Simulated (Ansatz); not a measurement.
## A computed series for BN: response to strain

The reference is BN in the zinc blende structure (space group F-43m, No. 216; a = 3.581 Å). Axes: x, y, z lie along the cube axes.

Strains are applied to the cell and any free atomic positions relax; under biaxial strain the out-of-plane vector relaxes too.

Calculations: plane-wave PAW DFT at the LDA level (Ansatz, a program for electronic structure, 420 eV), no SOC.

| biaxial strain, plane normal [001], relaxed out of plane (%) | out-of-plane strain (%) |
|---|---|
| 0 | 0.00 |
| 0.5 | -0.23 |
| 1.5 | -0.70 |
| 2 | -0.94 |
| 2.5 | ? |
| 3 | -1.42 |

Problem. Fit ε⊥ = −νε + γε² (strains in %) to the rows shown and predict the withheld row.

Solution. Least squares on the printed values gives ν = 0.46 (the biaxial Poisson response) and γ = -0.004 (largest residual 0.00 %); this predicts -1.18 %, and the run gives -1.18 %, in agreement.

No phonon test of stability was made.
